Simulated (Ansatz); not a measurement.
Consider a periodic stack without vacuum, rock-salt TiN (0 0 1) on germanium (0 0 1) (film strained to the substrate, faces as cut): substrate slab Ge12, film N12Ti12, surface cells [[1, 0], [1, 1]] and [[0, -1], [2, 1]], film strained by -4.1 and -4.1 %, faces Ge/Ge and NTi/NTi as cut (like faces can put a slab off its formula). Its start:

```
CELL_PARAMETERS angstrom
      4.07294     0.00000    -0.00507
      0.00000     4.07294    -0.00029
      1.65800     0.67660    31.74469
ATOMIC_POSITIONS crystal
  Ge 0.96430 0.00339 0.08639
  Ge 0.48201 0.00885 0.04271
  Ge 0.42707 0.47435 0.17578
  Ge 0.94511 0.49501 0.13080
  Ge 0.88938 0.95494 0.26572
  Ge 0.40774 0.96596 0.22075
  Ge 0.34969 0.43734 0.35599
  Ge 0.86784 0.44725 0.31074
  Ge 0.82120 0.92152 0.44693
  Ge 0.33592 0.92954 0.40135
  Ge 0.31963 0.51411 0.53530
  Ge 0.82978 0.41538 0.49222
  N  0.12533 0.29585 0.68448
  N  0.62458 0.79486 0.68413
  N  0.65205 0.30197 0.61801
  N  0.14673 0.80803 0.61831
  N  0.07155 0.27529 0.82492
  N  0.57184 0.77494 0.82443
  N  0.59875 0.28551 0.75540
  N  0.09846 0.78592 0.75553
  N  0.01631 0.25405 0.96275
  N  0.51719 0.74616 0.96091
  N  0.54332 0.26171 0.89554
  N  0.04314 0.76304 0.89603
  Ti 0.62484 0.29483 0.68560
  Ti 0.12414 0.79543 0.68574
  Ti 0.15239 0.30669 0.61336
  Ti 0.64748 0.80210 0.61472
  Ti 0.57149 0.27483 0.82513
  Ti 0.07157 0.77518 0.82522
  Ti 0.09873 0.28581 0.75513
  Ti 0.59862 0.78549 0.75498
  Ti 0.51469 0.24869 0.96678
  Ti 0.01533 0.75274 0.96549
  Ti 0.04367 0.26307 0.89473
  Ti 0.54391 0.76248 0.89413
```

The start was prepared with a machine-learned potential, and the result is one local minimum, with the in-plane cell held and forces under 0.04 eV/Å; the film can end far from its bulk form.

All values below come from PBE (plane waves to 420 eV, PAW; Ansatz, a first-principles code). Spin–orbit coupling is left out; the runs are not spin-polarised; PBE gaps are too small against experiment. Its k-point mesh 8×8×1, Fermi–Dirac width 0.05 eV.

Task: Predict the relaxed interface.

Result: 
- interface area: 16.6 Å²
- period: 32.23 Å
- gaps between the outermost planes at the two interfaces: 2.71 and 2.71 Å
- Ge–Ti contacts across the interfaces within 1.22 times the sum of covalent radii: 2, mean 2.71 Å
